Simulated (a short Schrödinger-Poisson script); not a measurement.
Stack: gated In0.52Al0.48As/In0.53Ga0.47As modulation-doped gas in a quantum well, at 77 K.

| layer | material | thickness (nm) | Nd (cm⁻³) | Na (cm⁻³) |
|---|---|---|---|---|
| 1 | In0.52Al0.48As | 20 | - | - |
| 2 | In0.52Al0.48As | 10 | 2.2e18 | - |
| 3 | In0.52Al0.48As | 2 | - | - |
| 4 | In0.53Ga0.47As | 20 | - | - |
| 5 | In0.52Al0.48As | 4000 | - | 1e14 |

The device is made up for the run: typed textbook-type constants, with dimensions and the other settings drawn at random. In0.52Al0.48As: permittivity 12.5, conduction-band edge (eV) 0.52, gap (eV) 1.45, electron mass (mₑ) 0.075, Nv at 300 K (cm⁻³) 1.1e19. In0.53Ga0.47As: permittivity 13.9, conduction-band edge (eV) 0, gap (eV) 0.74, Nv at 300 K (cm⁻³) 7.7e18.

Channel valleys (confinement mass, in-plane density-of-states mass, number): Γ 0.041, 0.041, 1. At the gate the conduction-band edge of layer 1 lies 0.65 eV − eVg above the Fermi level of the channel; the field vanishes at the back. Donor level 0.02 eV below the band edge. The barrier under the gate holds no holes. Gaps are held at their typed values at every temperature. Mesh 0.08 nm at interfaces.

Solved with a short Schrödinger-Poisson script written for these runs: 1D Poisson equation in equilibrium, electrons quantum, Hartree (BenDaniel-Duke, 40 states a valley, the channel's in-plane mass for all, wave functions free to enter the barrier), parabolic valleys, classical holes, donors ionised by Fermi statistics, acceptors fully, no traps, pinning or gate leakage.

The same stack at other levels of the model or other numerical settings:

| run | sheet density of all electrons at Vg = 0.4 V (cm⁻²) | sheet density of all electrons at Vg = -0.6 V (cm⁻²) | capacitance at Vg = 0.4 V (μF/cm²) | centroid of the channel electrons at Vg = 0.4 V (nm) | rough cost against the base |
|---|---|---|---|---|---|
| base | 1.82e12 | 5.77e10 | 0.297 | 6.44 | about 1 |
| electrons treated as classical, Boltzmann | 2.16e12 | 8.48e10 | 0.341 | 1.44 | 0.03 |
| electrons treated as classical, Fermi-Dirac | 1.86e12 | 7.69e10 | 0.295 | 5.96 | 0.1 |
| electrons treated as quantum, Hartree plus LDA exchange-correlation | 1.84e12 | 6.40e10 | 0.299 | 6.31 | about 1 |
| mesh six times as coarse | 1.82e12 | 5.75e10 | 0.297 | 6.42 | 0.2 |
| one subband a valley | 1.78e12 | 5.77e10 | 0.287 | 5.67 | 0.3 |

The classical rows ignore confinement, and Boltzmann statistics overrate the density once the band edge passes the Fermi level.
